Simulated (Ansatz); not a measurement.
Reference: ZnS (F-43m), r2SCAN, rigid bands (plane waves, PAW, scalar-relativistic; Ansatz, a first-principles code); geometry: cell and atoms relaxed with PBEsol.

```cif
data_SZn
_chemical_formula_sum 'Zn1 S1'
_space_group_name_H-M_alt 'P 1'
_space_group_IT_number 1
_cell_length_a 3.78748
_cell_length_b 3.78748
_cell_length_c 3.78748
_cell_angle_alpha 60.000
_cell_angle_beta 60.000
_cell_angle_gamma 60.000
loop_
_space_group_symop_operation_xyz
  'x, y, z'
loop_
_atom_site_label
_atom_site_type_symbol
_atom_site_fract_x
_atom_site_fract_y
_atom_site_fract_z
_atom_site_occupancy
Zn1 Zn 0.00000 0.00000 0.00000 1
S1 S 0.25000 0.25000 0.25000 1
```

- band gap: 2.79 eV
- electron conductivity mass: 0.21 mₑ
- Seebeck coefficient, n-type 1e19 cm⁻³: -117 μV/K

### Question
Replace S by Se on the same sites and relax. What happens?

### Answer
ZnSe (F-43m): volume per atom 19.2 to 22.3 Å³; band gap falls (2.79 eV to 1.94 eV); electron conductivity mass falls (0.21 mₑ to 0.136 mₑ); Seebeck coefficient, n-type 1e19 cm⁻³ falls in size (-117 μV/K to -83 μV/K).

### Question
Swap Zn for Be, keeping the structure type. How do these values move?

### Answer
BeS (F-43m): volume per atom 19.2 to 14.2 Å³; band gap rises (2.79 eV to 3.55 eV); electron conductivity mass rises (0.21 mₑ to 0.37 mₑ); Seebeck coefficient, n-type 1e19 cm⁻³ rises in size (-117 μV/K to -275 μV/K).

Moves up to 5 % count as about the same. Masses are for dilute carriers at 300 K, harmonic means over directions unless an axis is named. Seebeck coefficients are for the stated density at 300 K, with one relaxation time for all states and whether or not that doping can be reached. Spin-orbit coupling is left out.
